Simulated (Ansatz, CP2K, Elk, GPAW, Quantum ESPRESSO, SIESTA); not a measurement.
# One structure in several programs: InSe (P1, 8 atoms in the cell)

Self-consistent single point, at a second geometry (atoms moved at random). First geometry:

```
InSe
1.0
    4.04733     0.00000     0.00000
   -2.02366     3.50509     0.00000
    0.00000     0.00000    18.05206
In Se
4 4
Direct
  0.00000   0.00000   0.57739
  0.00000   0.00000   0.42261
  0.33333   0.66667   0.92261
  0.33333   0.66667   0.07739
  0.66667   0.33333   0.85300
  0.66667   0.33333   0.14700
  0.33333   0.66667   0.64702
  0.33333   0.66667   0.35298
```

Second geometry:
```
InSe
1.0
    4.04733     0.00000     0.00000
   -2.02366     3.50509     0.00000
    0.00000     0.00000    18.05206
In Se
4 4
Direct
  0.99584   0.01114   0.57556
  0.00266   0.99306   0.42373
  0.32876   0.67426   0.91982
  0.35670   0.67339   0.07886
  0.66217   0.33444   0.85164
  0.67042   0.31901   0.14853
  0.32083   0.65963   0.64926
  0.32928   0.66840   0.35261
```

Shared settings, as Ansatz (a quantum-chemistry and plane-wave program) writes them: kpoints.mp_grid.grid = 5 5 1; scf.occupations.method = fermi_dirac; scf.occupations.width = 0.01 eV. Potentials and cutoffs stand in the table.

```json
[
 {"code": "Elk", "model": "LDA (PW92), all-electron FP-LAPW, Elk's shipped species files, default APW+lo basis", "ΔF from the first geometry (meV/atom)": "–", "pressure (GPa)": "–", "largest force (eV/Å)": "–", "gap on the mesh (eV)": "0.483", "cutoff": "rgkmax 7"},
 {"code": "SIESTA", "model": "LDA PW92, numerical atomic orbitals DZP, PseudoDojo LDA standard norm-conserving potentials (rewritten from UPF to PSML)", "ΔF from the first geometry (meV/atom)": "8.6", "pressure (GPa)": "-1.55", "largest force (eV/Å)": "0.873", "gap on the mesh (eV)": "0.494", "cutoff": "grid 300 Ry"},
 {"code": "Ansatz", "model": "LDA (PW92), PAW files made with PBE", "ΔF from the first geometry (meV/atom)": "11.4", "pressure (GPa)": "-2.54", "largest force (eV/Å)": "0.697", "gap on the mesh (eV)": "0.496", "cutoff": "420 eV"},
 {"code": "Quantum ESPRESSO", "model": "LDA (PZ), GBRV 1.5 ultrasoft (LDA) pseudopotentials", "ΔF from the first geometry (meV/atom)": "11.3", "pressure (GPa)": "-3.04", "largest force (eV/Å)": "0.681", "gap on the mesh (eV)": "0.479", "cutoff": "40 Ry"},
 {"code": "GPAW", "model": "LDA (Perdew-Wang 92), GPAW PAW datasets LDA (gpaw-data 1.0.1)", "ΔF from the first geometry (meV/atom)": "11.6", "pressure (GPa)": "-2.84", "largest force (eV/Å)": "0.675", "gap on the mesh (eV)": "0.489", "cutoff": "550 eV"},
 {"code": "CP2K", "model": "LDA (Pade form), GPW, DZVP-MOLOPT-SR-GTH basis, GTH-PADE potentials (GTH_POTENTIALS)", "ΔF from the first geometry (meV/atom)": "10.9", "pressure (GPa)": "-2.11", "largest force (eV/Å)": "0.675", "gap on the mesh (eV)": "0.477", "cutoff": "grid 500 Ry"}
]
```

Size of the force on each atom (eV/Å): Sizes of forces hide their directions.

```csv
code,In1,In2,In3,In4,Se5,Se6,Se7,Se8
SIESTA,0.434,0.289,0.873,0.869,0.393,0.522,0.365,0.283
Ansatz,0.697,0.450,0.502,0.541,0.119,0.419,0.631,0.386
Quantum ESPRESSO,0.681,0.436,0.512,0.547,0.119,0.417,0.625,0.381
GPAW,0.675,0.430,0.514,0.547,0.120,0.422,0.647,0.400
CP2K,0.675,0.426,0.577,0.608,0.158,0.429,0.573,0.336
```

A dash marks a value that a program does not give, or that is left out as unsure.

Gaps are read on the mesh.

The spread over the programs that give each value: ΔF from the first geometry within 3.0 meV/atom; pressure within 1.49 GPa; largest force within 0.198 eV/Å; gap on the mesh within 0.019 eV.

SIESTA and CP2K use small atom-centred bases, whose incompleteness enters pressures, forces and empty levels differently from a plane-wave cutoff. Elk treats all electrons, but the usual bases taken here (sphere radii, linearisation, local orbitals, empty states) were not tested for convergence, so the values are no reference for the others. Ansatz's pressure is given at a fixed set of plane waves, as the other plane-wave codes print theirs. The same LDA comes in different parametrisations, which differ slightly. In the pressure, SIESTA (by 1.29) lies more than 1 GPa from the median of the plane-wave programs. In the force vectors, SIESTA (by 0.375) and CP2K (by 0.096) lie more than 0.08 eV/Å from the median of the plane-wave programs.

The starting cell comes from a database of computed structures (which also holds hypothetical and non-ambient phases and stackings), without a prior relaxation at this level. For this run, on top of that: atoms moved at random.

Keys are those of Ansatz 0.2.
